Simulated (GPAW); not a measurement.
# Worked example: self-consistent single point of CsLuS2 (P6_3/mmc, 8 atoms in the cell) in GPAW

Computed with LDA (Perdew-Wang 92), GPAW PAW datasets LDA (gpaw-data 1.0.1) (plane waves; GPAW).

The input file:

```python
from ase import Atoms
from ase.units import GPa
from gpaw import GPAW

atoms = Atoms(['Cs', 'Cs', 'Lu', 'Lu', 'S', 'S', 'S', 'S'],
              cell=[[3.989210, 0.000000, 0.000000],
                    [-1.994605, 3.454757, 0.000000],
                    [0.000000, 0.000000, 16.056580]],
              positions=[[-0.000002, 2.303172, 4.014145],
                         [1.994607, 1.151585, 12.042435],
                         [0.000000, 0.000000, 8.028290],
                         [0.000000, 0.000000, 0.000000],
                         [-0.000002, 2.303172, 14.625618],
                         [1.994607, 1.151585, 1.430962],
                         [1.994607, 1.151585, 6.597328],
                         [-0.000002, 2.303172, 9.459252]],
              pbc=True)

calc = GPAW(mode={'name': 'pw', 'ecut': 800},
            xc='LDA',
            kpts=(5, 5, 1),
            occupations={'name': 'fermi-dirac', 'width': 0.0},
            nbands=-8,
            convergence={'forces': 0.001, 'bands': -6},
            symmetry={'symmorphic': False, 'tolerance': 0.0005},
            maxiter=150)

atoms.calc = calc

energy = atoms.get_potential_energy()
print('Energy (eV):', round(energy, 6))
forces = atoms.get_forces()
print('Forces (eV/Ang):')
print(forces.round(5))
stress = atoms.get_stress()
print('Stress (GPa, Voigt):', (stress / GPa).round(4))
```

The program printed (abridged):

```
Input parameters:
  convergence: {bands: -6,
                forces: 0.001}
  kpts: [5 5 1]
  maxiter: 150
  mode: {ecut: 800,
         name: pw}
  nbands: -8
  occupations: {name: fermi-dirac,
                width: 0.0}
  symmetry: {symmorphic: False,
             tolerance: 0.0005}

species:
  Cs:
    name: Caesium
    Z: 55.0
    valence: 9
    core: 46
    charge: 0.0
    file: Cs.LDA.gz

    # Using partial waves for Cs as LCAO basis

  Lu:
    name: Lutetium
    Z: 71.0
    valence: 25
    core: 46
    charge: 0.0
    file: Lu.LDA.gz

    # Using partial waves for Lu as LCAO basis

  S:
    name: Sulfur
    Z: 16.0
    valence: 6
    core: 10
    charge: 0.0
    file: S.LDA.gz

    # Using partial waves for S as LCAO basis

Reference energy: -1258661.184454  # eV

Spin-paired calculation

Convergence criteria:
 Maximum [total energy] change in last 3 cyles: 0.0005 eV / valence electron
 Maximum integral of absolute [dens]ity change: 0.0001 electrons / valence electron
 Maximum integral of absolute [eigenst]ate change: 4e-08 eV^2 / valence electron
 Maximum change in the atomic [forces] across last 2 cycles: 0.001 eV/Ang OR
Maximum error relative to the maximum force is below inf
 Maximum number of scf [iter]ations: 150

Symmetries present (total): 24
Symmetries with fractional translations: 12
25 k-points: 5 x 5 x 1 Monkhorst-Pack grid
5 k-points in the irreducible part of the Brillouin zone
       k-points in crystal coordinates                weights
   0:     0.00000000    0.00000000    0.00000000          1/25
   1:     0.20000000    0.00000000    0.00000000          6/25
   2:     0.40000000   -0.20000000    0.00000000          6/25
   3:     0.40000000    0.00000000    0.00000000          6/25
   4:     0.40000000    0.40000000    0.00000000          6/25

Wave functions: Plane wave expansion
  Cutoff energy: 800.000 eV
  Number of coefficients (min, max): 11324, 11414
  Pulay-stress correction: 0.000000 eV/Ang^3 (de/decut=0.000000)

Occupation numbers: # Zero width

Eigensolver

Densities:
  Coarse grid: 27*27*108 grid
  Fine grid: 54*54*216 grid
  Total Charge: 0.000000

Density mixing:
  Method: separate
  Backend: pulay
  Linear mixing parameter: 0.05
  old densities: 5
  Damping of long wavelength oscillations: 50

Hamiltonian:
  XC and Coulomb potentials evaluated on a 54*54*216 grid
  External potential:
    NoExternalPotential

Number of atoms: 8
Number of atomic orbitals: 66
Number of bands in calculation: 54
Number of valence electrons: 92
Bands to converge: 48

Density initialized from atomic densities
  54 bands from LCAO basis set

Atomic positions and initial magnetic moments

Positions:
   0 Cs    -0.000002    2.303172    4.014145    ( 0.0000,  0.0000,  0.0000)
   1 Cs     1.994607    1.151585   12.042435    ( 0.0000,  0.0000,  0.0000)
   2 Lu     0.000000    0.000000    8.028290    ( 0.0000,  0.0000,  0.0000)
   3 Lu     0.000000    0.000000    0.000000    ( 0.0000,  0.0000,  0.0000)
   4 S     -0.000002    2.303172   14.625618    ( 0.0000,  0.0000,  0.0000)
   5 S      1.994607    1.151585    1.430962    ( 0.0000,  0.0000,  0.0000)
   6 S      1.994607    1.151585    6.597328    ( 0.0000,  0.0000,  0.0000)
   7 S     -0.000002    2.303172    9.459252    ( 0.0000,  0.0000,  0.0000)

Unit cell:
           periodic     x           y           z      points  spacing
  1. axis:    yes    3.989210    0.000000    0.000000    27     0.1280
  2. axis:    yes   -1.994605    3.454757    0.000000    27     0.1280
  3. axis:    yes    0.000000    0.000000   16.056580   108     0.1487

  Lengths:   3.989210   3.989210  16.056580
  Angles:   90.000000  90.000000 120.000001

Effective grid spacing dv^(1/3) = 0.1411

     iter     time        total  log10-change:
                         energy   eigst   dens  force
iter:   1 --:--:--   -47.441832   -0.01
iter:   2 --:--:--   -46.911917   -0.72  -1.22
iter:   3 --:--:--   -45.059771   -1.04  -1.27
iter:   4 --:--:--   -45.013407   -1.69  -1.57
iter:   5 --:--:--   -45.259728   -1.32  -1.64
iter:   6 --:--:--   -44.982319   -1.66  -1.87
iter:   7 --:--:--   -44.956909   -2.15  -2.25
iter:   8 --:--:--   -44.946228c  -3.65  -2.39
iter:   9 --:--:--   -44.943486c  -3.28  -2.62
iter:  10 --:--:--   -44.943767c  -3.59  -2.85
iter:  11 --:--:--   -44.942468c  -4.58  -3.14
iter:  12 --:--:--   -44.942253c  -4.73  -3.40
iter:  13 --:--:--   -44.942288c  -4.79  -3.45
iter:  14 --:--:--   -44.942182c  -4.37  -3.41
iter:  15 --:--:--   -44.942118c  -5.18  -3.79
iter:  16 --:--:--   -44.942118c  -5.54  -3.79
iter:  17 --:--:--   -44.942132c  -5.74  -3.82
iter:  18 --:--:--   -44.942100c  -5.89  -3.84
iter:  19 --:--:--   -44.942101c  -6.54  -4.24c
iter:  20 --:--:--   -44.942101c  -7.37  -4.29c
iter:  21 --:--:--   -44.942100c  -7.20  -4.45c
iter:  22 --:--:--   -44.942099c  -7.77c -4.50c
iter:  23 --:--:--   -44.942099c  -8.60c -4.83c -3.20c

Converged after 23 iterations.

Dipole moment: (-0.000000, -0.000000, -0.000000) |e|*Ang

Energy contributions relative to reference atoms: (reference = -1258661.184454)

Kinetic:        +32.361152
Potential:      -32.747079
External:        +0.000000
XC:             -44.626960
Entropy (-ST):   +0.000000
Local:           +0.070788
SIC:             +0.000000
--------------------------
Free energy:    -44.942099
Extrapolated:   -44.942099

Showing only first 2 kpts
 Kpt  Band  Eigenvalues  Occupancy
  0    44      5.36907    2.00000
  0    45      5.36907    2.00000
  0    46      7.86674    0.00000
  0    47      8.29889    0.00000

  1    44      4.99457    2.00000
  1    45      5.12352    2.00000
  1    46      8.08992    0.00000
  1    47      8.51504    0.00000

Fermi level: 6.36641

Gap: 1.995 eV
Transition (v -> c):
  (s=0, k=0, n=45, [0.00, 0.00, 0.00]) -> (s=0, k=3, n=46, [0.40, 0.00, 0.00])
Direct/indirect transitions are different
Direct gap: 2.498 eV
Transition at: (s=0, k=0, n=45, [0.00, 0.00, 0.00])
Energy (eV): -44.942099

Forces in eV/Ang:
  0 Cs    0.00000    0.00000   -0.00000
  1 Cs    0.00000    0.00000    0.00000
  2 Lu    0.00000   -0.00000    0.00000
  3 Lu    0.00000    0.00000    0.00000
  4 S     0.00000    0.00000    0.06829
  5 S     0.00000   -0.00000   -0.06829
  6 S    -0.00000   -0.00000    0.06829
  7 S    -0.00000    0.00000   -0.06829

Stress tensor:
     0.019402    -0.000000     0.000000
     0.000000     0.019402     0.000000
     0.000000     0.000000     0.023274
Stress (GPa, Voigt): [ 3.1085  3.1085  3.7289  0.      0.     -0.    ]
```

The run converged in 23 iterations. GPAW prints stress with tension positive.

The starting cell comes from a database of computed structures (which also holds hypothetical and non-ambient phases and stackings), without a prior relaxation at this level. Spin-orbit coupling is off. With a pressure of about -3 GPa the cell is away from its equilibrium volume at this level. Another mesh or the band path of this cell gives a smaller gap, so this value is not converged in the mesh.

Cost on one core of a shared machine: roughly 2 min.
